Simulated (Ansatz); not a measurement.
Take MgO in the rock salt structure (space group Fm-3m, No. 225; a = 4.254 Å) as the base.

(Cell as relaxed with PBE.)

Levels (all Ansatz, a program for electronic structure, PAW, earlier PAW set): PBE (420 eV, spin-orbit coupling left out); PBEsol (420 eV, scalar-relativistic without spin-orbit coupling).

Each level relaxes its own structure.

```csv
base,PBE,PBEsol
volume per atom,9.63 Å³,9.36 Å³
lattice parameter a,425.4 pm,421.5 pm
band gap,4.46 eV,4.62 eV
```

One thing is altered: electrons 2.0×10^22 cm⁻³, on a uniform background at fixed cell.

```csv
quantity,PBE,PBEsol
gap between the host's bands,4.05 eV,4.28 eV
Fermi level relative to the doped band's edge (positive inside the band; to 0.05 eV),+3.45 eV,+3.35 eV
shift of the gap caused by the change,-0.41 eV,-0.34 eV
```

PBE's gap between the host's bands lies 0.225 eV below PBEsol's; PBE's Fermi level from band edge lies 0.10 eV above PBEsol's; PBE's shift of the gap caused by the change lies 0.064 eV below PBEsol's. Neither level is exact; PBEsol is the comparison here, not a measurement.

Carriers are added with a uniform compensating background; total energy and stress of such cells depend on the potential's zero and are not compared; many-body gap narrowing is missing at this level. Whether these cells are dynamically stable was not tested.
